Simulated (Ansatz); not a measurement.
The starting structures come from a database of crystals and need not be the phases stable at ambient conditions.

 Where the default PAW files enter, the runs use the earlier of Ansatz's two default sets.

Tunnelling through a barrier is set by its complex band structure: the current falls as exp(−2κd) with the smallest κ.

Data:

```
CELL_PARAMETERS angstrom
      4.51028     0.00000     0.00000
      2.25514     7.88838     0.01775
      2.25514     0.63603     3.85388
ATOMIC_POSITIONS crystal
  Tl 0.50000 0.50000 0.50000
  Bi 0.00000 0.00000 0.00000
  Te 0.74259 0.77222 0.74259
  Te 0.25741 0.22778 0.25741
```

Space group of this cell: R-3m. The cell was relaxed by PBE-D3(BJ); by PBEsol its mean pressure is -0.5 GPa.

Transport runs along the normal of the first two printed cell vectors, the (101) plane of the conventional cell.

The gap is the functional's own. No spin-orbit coupling. Mid-gap values are interpolated on the energy grid.

Estimate the band gap and the smallest decay constant κ at mid-gap that PBEsol in Ansatz (a quantum-chemistry and plane-wave program) returns for this system.

Gap 0.27 eV on a 8×8×8 mesh; κ = 0.043 1/Å, at the zone centre.
